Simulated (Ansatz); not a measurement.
The parent structure is HfO2 in the fluorite structure (space group Fm-3m, No. 225; a = 5.001 Å).

Computed with LDA in Ansatz (plane waves to 420 eV, PAW, scalar-relativistic without spin-orbit coupling).

For the base:

The electron mass is 1.1 mₑ along k, 0.68 mₑ across (at X) and the lattice parameter a is 5.001 Å.

Perturbation: a negative pressure, −2 GPa.

Q: What happens to the electron mass and lattice parameter a?

A: The electron mass goes from 1.1 mₑ along k, 0.68 mₑ across (at X) to 1.1 mₑ along k, 0.69 mₑ across (at X); the lattice parameter a goes up by 0.012 Å to 5.013 Å.

Spin-orbit coupling, missing from the scalar runs, can matter with Hf. The levels and masses belong to the bands next to the band gap. Load acts through the strain it causes; cell and atoms are relaxed under it. Effective masses come from finite differences of ±0.01 Å⁻¹. Along k means along the line from Γ to the band edge. Whether these cells are dynamically stable was not tested. This is not the structure that HfO2 has at room temperature and ambient pressure.

Ansatz is a quantum-chemistry and plane-wave program.
